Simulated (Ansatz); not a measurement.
**CH3 on the 1x1 (0001) surface of beta Si3N4 (cut with top plane 4 N + 3 Si), one in a 1x1 cell, started at the site 'over Si at depth 1.6 Å'**

Host crystal: beta Si3N4, with a band gap (PBE, scalar-relativistic without spin-orbit coupling).

Calculation: PBE (plane waves to 420 eV, PAW; Ansatz, a quantum-chemistry and plane-wave program).

Slab: 46 atoms, 7.8 Å thick at the start under the adsorbate (thin: gaps and levels are the slab's own); k 3x3x1, smearing 0.01 eV, dipole-corrected; 21 atoms held, the rest relaxed; no symmetry held; spin-polarised, ending with about 1.0 μB a cell; orders that need a larger cell were not tried, no spin-orbit, no U, no dispersion correction. At the end it is bonded to N. In PBE this state lies 0.14 eV over the lowest of the starts that converged ('hollow N-N-Si-Si').

The adsorption energy against CH4(g) − ½ H2(g) is 26 kJ/mol. The gap of the slab on its k-mesh comes out as 1.37 eV and the highest filled level below the top vacuum level is 4.76 eV. The change of the step from the bottom to the top vacuum level, against the clean slab is -0.76 eV, the energy released by relaxation is 3.20 eV and the height of the binding atom over the mean of the host atoms within 0.3 Å of the top one is 1.141 Å. The magnetic moment of the cell is 1.00 μB and the nearest host atoms of the binding atom comes out as N at 1.46 Å, Si at 2.67 Å, Si at 2.79 Å. The largest move of a host atom is 0.43 Å and the caution is the clean host was not checked against rearrangement in a larger or rattled cell. The cost is roughly 40 core-minutes.

A negative adsorption energy means that the adsorbate is more stable on the surface than in its reference.
